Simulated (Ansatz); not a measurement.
An Ansatz (a program for electronic structure) input (PBE, PAW, 420 eV (Ansatz; scalar-relativistic without spin-orbit coupling), earlier PAW set):

Ansatz 0.2 input:
```yaml
crystal:
  lattice:
    - [2.5540817996, 0, 0]
    - [-1.2770408998, 2.2118997218, 0]
    - [0, 0, 4.2239326924]
  atoms:
    - { symbol: B, position: [0.6666666667, 0.3333333333, 0.9999162638] }
    - { symbol: B, position: [0.3333333333, 0.6666666667, 0.4999162638] }
    - { symbol: N, position: [0.6666666667, 0.3333333333, 0.6252837362] }
    - { symbol: N, position: [0.3333333333, 0.6666666667, 0.1252837362] }
basis: { ecutwfc: 420, ecutrho_ratio: 4, xc_grid: 2, fft_grid_basis: typed }
kpoints: { mp_grid: { grid: [26, 26, 14] } }
hamiltonian:
  xc: pbe
  dispersion: none
  pseudopotentials: { azcp: { folder: ./paw }, kind: paw }
total_charge: 0.071588
scf: { occupations: { method: fermi_dirac, width: 0.0259 }, convergence: { dr2_threshold: 0.0000000004 } }
relax: { f_tol: 0.005, max_steps: 30 }
output: { forces: true, stress: true }
checkpoint: { write: state.ck, write_every: 1000 }
```

### Question
Which symmetry and how many k-points will the program report, and about how many plane waves at Γ?

### Answer
Space group P63mc (ITA 186) with 12 operations, k-points 560 of 9464, and 465 plane waves at Γ.

Charged cell with a jellium background: band edges are those of the host's band count, energies are not comparable with the neutral cell, and many-body gap narrowing is missing. Whether these cells are dynamically stable was not tested. The cell was made from BN in the wurtzite structure (space group P6_3mc, No. 186) by this change: holes 3.0×10^21 cm⁻³.
